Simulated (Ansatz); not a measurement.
The parent structure is Cu in the fcc (Cu type) structure (space group Fm-3m, No. 225; relaxed with 0.1 eV smearing).

```
Cu
1.0
    0.00000     1.78838     1.78838
    1.78838     0.00000     1.78838
    1.78838     1.78838     0.00000
Cu
1
Cartesian
  0.00000   0.00000   0.00000
```

All numbers come from r2SCAN/PAW in Ansatz (a quantum-chemistry and plane-wave program), no SOC.

Strains are applied to the cell and any free atomic positions relax.

One change was made to it. Results:

```tsv
quantity	base	after
pressure	0.0 GPa	-6.5 GPa
energy relative to the base (free energy F)	0 meV/atom	+11 meV/atom
```

**Question.** What was done to the base?
A) isotropic strain +1.00 %
B) isotropic strain +2.00 %
C) isotropic strain +2.50 %
D) isotropic strain +1.50 %

**Answer.** D, isotropic strain +1.50 %. For comparison, the energy relative to the base in the other runs: isotropic strain +2.00 % gives +19 meV/atom; isotropic strain +2.50 % gives +30 meV/atom; isotropic strain +1.00 % gives +5.0 meV/atom.

Stability against distortions was not tested. All final runs are without spin polarisation.
